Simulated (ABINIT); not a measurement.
```
ZnSe
1.0
    0.00000     2.83500     2.83500
    2.83500     0.00000     2.83500
    2.83500     2.83500     0.00000
Zn Se
1 1
Direct
  0.00000   0.00000   0.00000
  0.25000   0.25000   0.25000
```

Level of theory: LDA (PW92), PAW (JTH v2.0 LDA PAW) (plane waves; ABINIT).

The set-up and first iterations of an ABINIT log for ZnSe (F-43m, 2 atoms in the cell):

```
 Symmetries : space group F-4 3 m (#216); Bravais cF (face-center cubic)

 -outvars: echo values of preprocessed input variables --------
            acell      7.5764703519E+00  7.5764703519E+00  7.5764703519E+00 Bohr
             ecut      3.00000000E+01 Hartree
           enunit           2
              ixc       -1012
         kptrlatt       10    0    0      0   10    0      0    0   10
          kptrlen      7.57647035E+01
            natom           2
            nband          14
            ngfft          40      40      40
          ngfftdg          54      54      54
             nkpt          47
            nstep          80
             nsym          24
           ntypat           2
           occopt           3
        pawecutdg      6.00000000E+01 Hartree
         pawxcdev           0
            rprim     -0.0000000000E+00  7.0710678120E-01  7.0710678120E-01
   [... lines left out ...]
          spgroup         216
           tolvrs      1.00000000E-10
           tsmear      3.67490000E-04 Hartree
            typat      1  2
           useylm           1
             xred      0.0000000000E+00  0.0000000000E+00  0.0000000000E+00
                       2.5000000000E-01  2.5000000000E-01  2.5000000000E-01
            znucl       30.00000   34.00000

== DATASET  1 ==================================================================

 Real(R)+Recip(G) space primitive vectors, cartesian coordinates (Bohr,Bohr^-1):
 R(1)=  0.0000000  5.3573736  5.3573736  G(1)= -0.0933293  0.0933293  0.0933293
 R(2)=  5.3573736  0.0000000  5.3573736  G(2)=  0.0933293 -0.0933293  0.0933293
 R(3)=  5.3573736  5.3573736  0.0000000  G(3)=  0.0933293  0.0933293 -0.0933293
 Unit cell volume ucvol=  3.0752879E+02 bohr^3
 Angles (23,13,12)=  6.00000000E+01  6.00000000E+01  6.00000000E+01 degrees

 Coarse grid specifications (used for wave-functions):

 getcut: wavevector=  0.0000  0.0000  0.0000  ngfft=  40  40  40
         ecut(hartree)=     30.000   => boxcut(ratio)=   2.14125

 Fine grid specifications (used for densities):

 getcut: wavevector=  0.0000  0.0000  0.0000  ngfft=  54  54  54
         ecut(hartree)=     60.000   => boxcut(ratio)=   2.04473

   6.85384960E+02                                ecore*ucvol(ha*bohr**3)

_setup2: Arith. and geom. avg. npw (full set) are    2413.485    2413.471
--- !BeginCycle
solver: {iscf: 17, nstep: 80, nline: 4, wfoptalg: 10, }
tolerances: {tolvrs: 1.00E-10, }
...

     iter   Etot(hartree)      deltaE(h)  residm     nres2
 ETOT  1  -73.659536831387    -7.366E+01 7.614E+00 6.017E+00
 ETOT  2  -74.253414074520    -5.939E-01 8.833E-01 3.191E+00
 ETOT  3  -74.243824326689     9.590E-03 9.679E-02 8.452E-01
 ETOT  4  -74.243264646978     5.597E-04 5.117E-02 4.167E-01
 ETOT  5  -74.242977103387     2.875E-04 1.209E-01 3.520E-02
```

Q: How does the run end?

A: The run converged in 25 iterations. Its thresholds were met; that alone does not show that basis and mesh suffice. It ends on: free energy E − TS -2020.26 eV; top of the valence band (on the code's own zero) 2.36 eV; gap on the k-point mesh 1.03 eV; pressure -3.52 GPa. The log goes on:

```
   [... 16 lines left out ...]
 ETOT 22  -74.243208748201     6.557E-11 7.862E-08 2.762E-09
 ETOT 23  -74.243208748202    -1.634E-12 6.659E-09 2.645E-10
 ETOT 24  -74.243208748202    -7.105E-14 9.319E-09 1.445E-10
 ETOT 25  -74.243208748202     7.105E-14 7.896E-10 8.446E-12
 At SCF step   25       nres2   =  8.45E-12 < tolvrs=  1.00E-10 =>converged.

 Cartesian components of stress tensor (hartree/bohr^3)
  sigma(1 1)=  1.19653158E-04  sigma(3 2)=  0.00000000E+00
  sigma(2 2)=  1.19653158E-04  sigma(3 1)=  0.00000000E+00
  sigma(3 3)=  1.19653158E-04  sigma(2 1)=  0.00000000E+00

 ----iterations are completed or convergence reached----

 reduced coordinates (array xred) for    2 atoms
       0.000000000000      0.000000000000      0.000000000000
       0.250000000000      0.250000000000      0.250000000000
 cartesian forces (eV/Angstrom) at end:
    1     -0.00000000000000    -0.00000000000000    -0.00000000000000
    2     -0.00000000000000    -0.00000000000000    -0.00000000000000
 frms,max,avg= 0.0000000E+00 0.0000000E+00   0.000E+00  0.000E+00  0.000E+00 e/A
 length scales=  7.576470351900  7.576470351900  7.576470351900 bohr
              =  4.009295431783  4.009295431783  4.009295431783 angstroms
   [... lines left out ...]
 Fermi (or HOMO) energy (hartree) =   0.11198   Average Vxc (hartree)=  -0.34961
 Fermi (or HOMO) energy (eV) =   3.04721   Average Vxc (eV)=  -9.51328
   [... lines left out ...]
local_psp           : -7.59972571735629E+01
internal            : -7.42432100917900E+01
'-kT*entropy'       :  2.82235908706744E-16
total_energy        : -7.42432100917900E+01
total_energy_eV     : -2.02026048880632E+03
...

-Cartesian components of stress tensor (GPa)         [Pressure= -3.5203E+00 GPa]
- sigma(1 1)=  3.52031687E+00  sigma(3 2)=  0.00000000E+00
- sigma(2 2)=  3.52031687E+00  sigma(3 1)=  0.00000000E+00
- sigma(3 3)=  3.52031687E+00  sigma(2 1)=  0.00000000E+00

 Calculation completed.
```

For comparison: a first run (DFT, PBE, plane waves, PAW (JTH v2.0 PBE PAW)) was changed to give this one (pseudos: [Zn.GGA_PBE-JTH.xml, Se.GGA_PBE-JTH.xml] → [Zn.LDA_PW-JTH.xml, Se.LDA_PW-JTH.xml]; potentials: JTH v2.0 PBE PAW → JTH v2.0 LDA PAW), and from it to this one the pressure goes from 2.01 to -3.52 GPa and the gap on the mesh goes from 1.287 to 1.029 eV.

The starting cell has typed, rounded lattice constants, without a prior relaxation at this level. With a pressure of about -4 GPa the cell is away from its equilibrium volume at this level.

The run was DFT, LDA (PW92), plane waves, PAW (JTH v2.0 LDA PAW). Main settings of its input:

| setting | value |
|---|---|
| pseudos | [Zn.LDA_PW-JTH.xml, Se.LDA_PW-JTH.xml] |
| ecut | 30 Ha |
| pawecutdg | 60 Ha |
| pawxcdev | 0 |
| occopt | 3 |
| tsmear | 0.00036749 Ha |
| ngkpt | 10 10 10 |
| nshiftk | 1 |
| shiftk | 0 0 0 |
| potentials | JTH v2.0 LDA PAW |
| nband | 14 |
| kptopt | 1 |
